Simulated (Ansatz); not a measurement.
CaPd₂ (Fd-3m), PBEsol, DFPT electron-phonon coupling, linearised Boltzmann equation (Ansatz, an electronic-structure program): phonon-limited resistivity 18.6 μΩ·cm at 300 K, 24.8 μΩ·cm at 400 K, Drude plasma energy 4.08 eV.

### Question
What is the classical skin depth at 1 GHz (nonmagnetic, μ₀ = 1.257×10⁻⁶ H/m)?

### Answer
δ = √(ρ/(π f μ₀)) = 6860 nm.

### Question
What temperature coefficient of resistance follows, and how does it compare with 1/T?

### Answer
(ρ₄₀₀ − ρ₃₀₀)/(100 K × ρ₃₀₀) = 3.33×10⁻³ K⁻¹, against 1/T = 3.33×10⁻³ K⁻¹ for a resistivity proportional to T. Impurities would add a constant and lower it.

### Question
Estimate the electronic thermal conductivity at 300 K by the Wiedemann-Franz law (L₀ = 2.44×10⁻⁸ W·Ω/K²).

### Answer
L₀T/ρ = 2.44×10⁻⁸ × 300/(18.6×10⁻⁸) = 39.4 W/(m·K). Inelastic scattering puts the true Lorenz number somewhat under L₀ near and below the Debye temperature.

A metal at this level (no band gap). Only scattering by harmonic phonons is included (no impurities, grain boundaries, electron-electron scattering or thermal expansion). Spin-orbit coupling is left out. Halving the electron mesh (20x20x20) moves the resistivity by up to 2 % at 300 K. Smearing 0.20 eV; phonons on a 3x3x3 q mesh, which this run doesn't test.

Computed structure with no diffraction record at hand here (it may be known, metastable or hypothetical): CaPd2 (Fd-3m).
